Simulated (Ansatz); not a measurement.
PBE against PBEsol: hypothetical R3m CsPbBr3

The reference is CsPbBr₃ (space group R3m, No. 160; a = 8.4743 Å, c = 10.4622 Å (hexagonal axes); a hypothetical phase, not in the database extracts checked).

(Cell as relaxed with PBE.)

Levels (all Ansatz, a quantum-chemistry and plane-wave program, PAW): PBE (420 eV, no SOC); PBEsol (420 eV, scalar-relativistic without spin-orbit coupling).

Each level relaxes its own structure.

| quantity | PBE | PBEsol |
|---|---|---|
| volume per atom | 43.38 Å³ | 40.73 Å³ |
| lattice parameter a | 8.474 Å | 8.261 Å |
| lattice parameter c | 10.462 Å | 10.338 Å |
| band gap | 1.81 eV | 1.52 eV |
| gap character | direct at T | direct at T |

PBE's volume per atom lies 2.65 Å³ above PBEsol's (6.5 %); PBE's lattice parameter a lies 0.2136 Å above PBEsol's (2.6 %); PBE's lattice parameter c lies 0.124 Å above PBEsol's (1.2 %); PBE's band gap lies 0.296 eV above PBEsol's; the two agree on the gap character. Neither level is exact; PBEsol is the comparison here, not a measurement.

Spin-orbit coupling, missing from the scalar runs, can matter with Pb. Whether these cells are dynamically stable was not tested.
